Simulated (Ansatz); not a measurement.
Base system: Ta in the bcc (W type) structure (space group Im-3m, No. 229; a = 3.282 Å; relaxed with 0.1 eV smearing). Axes: x, y, z lie along the cube axes.

Computed with PBEsol/PAW in Ansatz (a quantum-chemistry and plane-wave program), no SOC, earlier PAW set.

Base values:

| Item | Result |
|---|---|
| Shortest interatomic distance | 2.843 Å |

One thing is altered: uniaxial strain ε_yy = +4.80 %, all other strain components held at zero, atoms relaxed at fixed cell.

Task: What does the calculation give for the stress after the change?

Result: The stress (xx, yy, zz, yz, xz, xy; compression positive) amounts to (-7.1, -11.8, -7.1, 0.0, 0.0, 0.0) GPa.

Task: What happens to the energy relative to the base?

Result: The energy increases by 33 meV/atom.

Task: What happens to the shortest interatomic distance?

Result: The shortest interatomic distance rises by 0.046 Å to 2.889 Å.

No phonon test of stability was made. All final runs are without spin polarisation.
